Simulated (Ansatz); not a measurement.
The parent structure is TiN in the rock salt structure (space group Fm-3m, No. 225; a = 4.204 Å; relaxed with 0.1 eV smearing). Axes: x, y, z lie along the cube axes.

The values are results of PBEsol (Ansatz, a program for electronic structure), spin-orbit coupling left out, earlier PAW set, not measurements.

For the base:

| Property | Value |
|---|---|
| Pressure | 0.0 GPa |
| Shortest interatomic distance | 210.2 pm |

Modification: the cell is stretched by 0.73 % along y with no lateral relaxation; the atoms relax in the strained cell.

Task: What happens to the energy relative to the base, pressure and shortest interatomic distance?

Result: The energy increases by 1.0 meV/atom; the pressure (mean of the normal stresses, compression positive) goes from zero to -2.1 GPa; the shortest interatomic distance is still 210.2 pm.

Whether these cells are dynamically stable was not tested. All final runs are without spin polarisation. An odd electron count without spin: TiN.
